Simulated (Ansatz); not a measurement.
AlB2-type TmB2 was calculated with r²SCAN-D4 (plane waves, PAW; Ansatz, a program for electronic structure).

Run with plane-wave cutoff 500 eV, 18×18×10 k mesh (along the axes of the cell as run), Fermi–Dirac smearing 0.05 eV, spin-polarised start, scalar-relativistic PAW data made under PBE.

Computed at the level's own relaxed cell.

Predict the equilibrium volume per atom, equilibrium lattice constant a and lattice parameter c.


* **equilibrium volume per atom**: 11.40 Å³/atom
* **equilibrium lattice constant a**: 3.241 Å
* **lattice parameter c**: 3.758 Å

Note: the magnetic order was assumed, not searched for or taken from measurement; the 4f shell is treated without U or exact exchange, so its levels and filling can be wrong.

Spin–orbit coupling is not included.

The computed numbers hold no vibrational or temperature effects.
